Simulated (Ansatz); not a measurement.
An Ansatz (a program for electronic structure) run: Ag3SI with a change (pressure 10 GPa); PBEsol/PAW in Ansatz, without spin-orbit coupling.

Input:

Ansatz 0.2 input:
```yaml
crystal:
  lattice:
    - [4.7119064635, 0, 0]
    - [0, 4.7119064635, 0]
    - [0, 0, 4.7119064635]
  atoms:
    - { symbol: Ag, position: [0.5, 0.5, 0] }
    - { symbol: Ag, position: [0, 0.5, 0.5] }
    - { symbol: Ag, position: [0.5, 0, 0.5] }
    - { symbol: S, position: [0.5, 0.5, 0.5] }
    - { symbol: I, position: [0, 0, 0] }
basis: { ecutwfc: 420, ecutrho_ratio: 4, xc_grid: 2, fft_grid_basis: typed }
kpoints: { mp_grid: { grid: [7, 7, 7] } }
hamiltonian:
  xc: pbesol
  dispersion: none
  pseudopotentials: { kind: paw }
scf: { occupations: { method: fermi_dirac, width: 0.05 } }
relax: { f_tol: 0.01, max_steps: 60, cell: { stress_tol: 0.02, p_target: 10 } }
output: { forces: true, stress: true }
checkpoint: { write: state.ck, write_every: 1000 }
```

Output (explanatory and most iteration lines left out):

```
Relaxation: its limit of steps is 60 (relax.max_steps)
Pseudopotential: Ag, paw, valence charge 19
Pseudopotential: S, paw, valence charge 6
Pseudopotential: I, paw, valence charge 17
Crystal: 5 atoms, lattice volume = 104.614 Å³
Basis set: ecut = 420 eV, 2007 PW (Γ), exchange–correlation on 64×64×64 points (8 copies of the dense FFT grid, shifted against one another)
Bands: 48, of which v1, the nominal top of the filled ones, is band 40 counted from 1 (39 counted from 0)
Symmetry: 48 space group operations
Space group: Pm-3m (ITA 221), of the structure as read, at distance tolerance 4.7e-5 Å
k-points: 20 of 343
Functional: x = pbesol(κ = 0.804, μ = 0.12345679012345678), c = pbesol(β = 0.046)
SCF iter   1: F=—  HF=-30883.665544 eV  |F-HF|=—  |Δ(HF+E_count)|=         —  Δρ=7.61e-3  dr2=7.41e-2  ethr=1.77e-3  ⟨swp⟩=7.2  Hψ=3900  notcnv=0  defer=7
SCF iter   2: F=—  HF=-30883.647259 eV  |F-HF|=—  |Δ(HF+E_count)|=   1.83e-2  Δρ=2.12e-3  dr2=6.83e-3  ethr=9.26e-5  ⟨swp⟩=2.0  Hψ=1622  notcnv=0  defer=44
SCF 1 converged in 7 iterations: F = -30883.645522 eV  dr2 = 5.42e-9
relax step   1: F+E_penalty+E_count = -30883.64552233 eV  Δ(F+E_penalty+E_count) = +0.000e0 eV  max|allowed force component| = 5.928e-28 eV/Å  Δτ_max = 0.0000 Å  P = +7.491 GPa  Ω = 104.614 Å³  (7 SCF iters, dr2 threshold 1.00e-7 eV, accepted)
[... steps on the carried basis left out ...]
relax step   4: F+E_penalty+E_count = -30883.50789117 eV  Δ(F+E_penalty+E_count) = +5.912e-4 eV  max|allowed force component| = 1.494e-29 eV/Å  Δτ_max = 0.0000 Å  P = +9.984 GPa  Ω = 102.082 Å³  stress off target by 1.55e-2 GPa  SCF on the basis re-selected at this cell (its energy is not comparable with the rows above)  (6 SCF iters)
SCF converged after 6 iterations
Free energy (F): -30883.507891 eV
Internal energy: -30883.507883 eV  (E = F + TS)
E sigma→0 (E₀):  -30883.507887 eV
Entropy (-TS):   -0.000008 eV (-0.002 meV/atom)
Fermi energy:    13.203477 eV
--- Forces (eV/Å), atoms counted from 1 ---
  atom   1  Ag     0.00000000     0.00000000     0.00000000
  atom   2  Ag     0.00000000     0.00000000     0.00000000
  atom   3  Ag     0.00000000     0.00000000    -0.00000000
  atom   4  S     -0.00000000     0.00000000     0.00000000
  atom   5  I     -0.00000000     0.00000000    -0.00000000
--- Stress (GPa, compression-positive) ---
        9.984471      -0.000000       0.000000
       -0.000000       9.984471       0.000000
        0.000000       0.000000       9.984471
  P = ⅓ Tr σ = 9.9845 GPa (99.845 kbar)
--- Relaxed structure (3 steps of the walk, 3 accepted, 1 SCFs on fresh bases) ---
  cell:  # Å, volume = 102.0817 Å³
    - [4.673576519348064, -1.6370404527291505e-33, 1.283953296258157e-34]
    - [-1.6370404527291505e-33, 4.673576519348064, 6.419766481290785e-35]
    - [1.283953296258157e-34, 6.419766481290785e-35, 4.673576519348064]
  atoms:
    - { symbol: Ag, position: [0.5, 0.5, 6.539790072001427e-35] }
    - { symbol: Ag, position: [1.0354667613955301e-34, 0.5, 0.5] }
    - { symbol: Ag, position: [0.5, 5.177333806998565e-35, 0.5] }
    - { symbol: S, position: [0.5, 0.5, 0.5] }
    - { symbol: I, position: [-4.5506039251011924e-34, -4.359860048004171e-35, -2.997403783005339e-35] }
```

With I present, leaving out spin-orbit coupling can change the band edges. Load acts through the strain it causes; cell and atoms are relaxed under it. Whether these cells are dynamically stable was not tested. No other phases were tried under pressure. The cell was made from Ag₃SI in the anti-perovskite structure (space group Pm-3m, No. 221) by this change: pressure 10 GPa.
